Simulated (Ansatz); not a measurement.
Pb under a change: uniaxial strain ε_zz = +2.00 %

Base system: Pb in the fcc (Cu type) structure (space group Fm-3m, No. 225; a = 4.934 Å; relaxed with 0.1 eV smearing). Axes: x, y, z lie along the cube axes.

The change: the cell is stretched by 2.00 % along z with no lateral relaxation; the atoms relax in the strained cell.

Computed with PBEsol in Ansatz (plane waves to 420 eV, PAW, no spin-orbit coupling). Settings: 23×23×23 k-points, 0.1 eV Fermi–Dirac smearing.

The volume per atom rises by 0.60 Å³, from 30.03 Å³ to 30.63 Å³ and the space group becomes I4/mmm (No. 139) (base: Fm-3m (No. 225)). The shortest interatomic distance stays 348.9 pm and the energy increases by 2.1 meV/atom. The pressure (mean of the normal stresses, compression positive) goes from zero to -0.9 GPa and the band gap remains zero. The stress (xx, yy, zz, yz, xz, xy; compression positive) amounts to (-0.8, -0.8, -1.1, 0.0, 0.0, 0.0) GPa.

Final structure:

```yaml
crystal:
  lattice:
    - [0.00000, 2.46707, 2.51641]
    - [2.46707, 0.00000, 2.51641]
    - [2.46707, 2.46707, 0.00000]
  atoms:
    - { symbol: Pb, position: [0.00000, 0.00000, 0.00000] }
```

Whether these cells are dynamically stable was not tested.

Ansatz is a program for electronic structure.
